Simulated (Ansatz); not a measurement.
Start from TiO2 in the rutile structure (space group P4_2/mnm, No. 136).

```
TiO2
1.0
    4.54810     0.00000     0.00000
    0.00000     4.54810     0.00000
    0.00000     0.00000     2.91711
Ti O
2 4
Direct
  0.00000   0.00000   0.00000
  0.50000   0.50000   0.50000
  0.30396   0.30396   0.00000
  0.80396   0.19604   0.50000
  0.19604   0.80396   0.50000
  0.69604   0.69604   0.00000
```

Cartesian axes are those of the cell as printed.

Computed with LDA (Ansatz, a quantum-chemistry and plane-wave program, PAW, spin-orbit coupling left out).

Strains are applied to the cell and any free atomic positions relax.

One change was made to it. Results:

The energy increases by 16 meV/atom; the electron mass becomes 0.47 mₑ along z, 1.0 mₑ across (at Γ) (base: 0.52 mₑ along c, 1.1 mₑ across (at Γ)); the band gap grows by 0.05 eV (1.86 eV → 1.91 eV).

Task: Which change produced these results?
A) uniaxial strain ε_zz = −1.20 %
B) uniaxial strain ε_zz = −1.80 %
C) uniaxial strain ε_zz = −3.00 %
D) uniaxial strain ε_zz = −2.40 %
E) uniaxial strain ε_zz = −0.60 %

Result: C, uniaxial strain ε_zz = −3.00 %. For comparison, the energy relative to the base in the other runs: uniaxial strain ε_zz = −1.20 % gives +2.4 meV/atom; uniaxial strain ε_zz = −1.80 % gives +5.6 meV/atom; uniaxial strain ε_zz = −0.60 % gives +0.6 meV/atom; uniaxial strain ε_zz = −2.40 % gives +10 meV/atom.

Effective masses come from finite differences of ±0.01 Å⁻¹. No phonon test of stability was made. All final runs are without spin polarisation.
